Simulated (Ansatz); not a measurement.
Abridged Ansatz (an electronic-structure program) output:

```
Pseudopotential: Hf, paw, valence charge 26
Crystal: 2 atoms, lattice volume = 44.702 Å³
Basis set: ecut = 500 eV, 1117 PW (Γ), exchange–correlation on 96×96×160 points (64 copies of the dense FFT grid, shifted against one another)
Bands: 32, of which v1, the nominal top of the filled ones, is band 26 counted from 1 (25 counted from 0)
Symmetry: 24 space group operations
k-points: 165 of 2601
Functional: x = r2scan, c = r2scan; τ floored in thin density (d = 2e-4 eV/Å³)
SCF iter   1: F=—  HF=-31466.112436 eV  |F-HF|=—  |Δ(HF+E_count)|=         —  Δρ=8.97e-3  dr2=1.91e-2  dr2_τ=3.48e-2  ethr=1.77e-3  ⟨swp⟩=3.8  Hψ=17067  notcnv=0
SCF iter   2: F=—  HF=-31466.128159 eV  |F-HF|=—  |Δ(HF+E_count)|=   1.57e-2  Δρ=4.23e-3  dr2=5.08e-3  dr2_τ=1.69e-3  ethr=3.67e-5  ⟨swp⟩=2.6  Hψ=13178  notcnv=0  defer=22
SCF 1 converged in 10 iterations: F = -31466.130062 eV  dr2 = 1.55e-11
SCF converged after 10 iterations
Free energy (F): -31466.130062 eV
Internal energy: -31466.120186 eV  (E = F + TS)
E sigma→0 (E₀):  -31466.125124 eV
Entropy (-TS):   -0.009876 eV (-4.938 meV/atom)
Fermi energy:    19.863871 eV
--- Forces (eV/Å), atoms counted from 1 ---
  atom   1  Hf    -0.00000000     0.00000000     0.00000000
  atom   2  Hf     0.00000000    -0.00000000    -0.00000000
--- Stress (GPa, compression-positive) ---
       -0.000364       0.000000       0.000000
        0.000000      -0.000364      -0.000000
        0.000000      -0.000000       0.000257
  P = ⅓ Tr σ = -0.0002 GPa (-0.002 kbar)
```

What was computed, and what are the main results?

Hf, 2 atoms in the cell, with Kohn–Sham DFT with the r2SCAN functional, run in Ansatz with PAW and 500 eV plane waves, no spin-orbit coupling. The last SCF converged to F = -31466.130062 eV, or -15733.0650 eV per atom, at a pressure of 0.00 GPa. The total energy compares only with runs of the same code, potentials and settings.

Whether these cells are dynamically stable was not tested. All final runs are without spin polarisation. The cell was made from Sc by this change: Sc → Hf.
